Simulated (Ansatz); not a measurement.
A computed series for GaN: element substitutions

The parent structure is GaN in the zinc blende structure (space group F-43m, No. 216; a = 4.4981 Å).

Each row replaces one element on all its sites; cell and atoms are relaxed.

Levels (all Ansatz, a program for electronic structure, PAW): PBEsol (420 eV, scalar-relativistic without spin-orbit coupling); r2SCAN (500 eV, without spin-orbit coupling); HSE06 (420 eV, spin-orbit coupling left out).

Band gaps by level, all at the geometries relaxed with PBEsol:

```tsv
case	PBEsol	r2SCAN	HSE06
base	1.70 eV	2.17 eV	3.00 eV
Ga → B	4.30 eV	5.01 eV	5.80 eV
Ga → Al	3.19 eV	3.94 eV	4.55 eV
N → Sb	zero	0.49 eV	–
```

Single points use the geometry relaxed with PBEsol. HSE06 was sampled on its mesh, a few special points and the semilocal edge points, so its gap is an upper bound. With Sb present, leaving out spin-orbit coupling can change the band edges. Whether these cells are dynamically stable was not tested. The final runs are not spin-polarised. This is not the structure that GaN has at room temperature and ambient pressure. This is not the structure that AlN has at room temperature and ambient pressure. The zero or small gap of GaSb can change with the level of theory.
